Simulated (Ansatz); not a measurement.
# A computed series for GaSb: response to strain

Consider GaSb in the zinc blende structure (space group F-43m, No. 216; a = 6.132 Å). Axes: x, y, z lie along the cube axes.

Strains are applied to the cell and any free atomic positions relax.

The values are results of r2SCAN (Ansatz, a first-principles code; PAW; 500 eV plane waves; scalar-relativistic without spin-orbit coupling), not measurements.

Candidates:
(a) uniaxial strain ε_zz = +1.00 %
(b) uniaxial strain ε_zz = +3.00 %
(c) uniaxial strain ε_zz = +1.50 %

Base values:

```
Property   Result
--------  -------
Band gap  0.41 eV
```

**Question.** Order them by band gap, lowest first.

**Answer.** (b) uniaxial strain ε_zz = +3.00 % (0.12 eV), (c) uniaxial strain ε_zz = +1.50 % (0.27 eV), (a) uniaxial strain ε_zz = +1.00 % (0.32 eV)

Spin-orbit coupling, missing from the scalar runs, can matter with Sb. No phonon test of stability was made. A zero or small gap of GaSb under uniaxial strain ε_zz = +3.00 % and GaSb under uniaxial strain ε_zz = +1.50 % can be the functional's error rather than a property of the material.
